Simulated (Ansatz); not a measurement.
## Equilibrium volume per atom of PtGe2 (model structure, started from the C54 type, Fddd, No. 70, 6 atoms in the cell) at several levels of theory

No measured value is used here.

| level (code) | value (Å³/atom) |
|---|---|
| PBE (Ansatz) | 17.51 |
| PBEsol (Ansatz) | 16.70 |
| PBE-D3(BJ) (Ansatz) | 16.81 |

Density-functional levels without +SOC have no spin–orbit coupling. Ansatz's density-functional and Hartree–Fock values are scalar-relativistic unless marked +SOC, with PAW data made under PBE.

A model structure was made by putting elements into a prototype or built by hand; it is no filed structure, need not be a known phase, and can be a saddle point held by its symmetry.

Ansatz is an electronic-structure program.
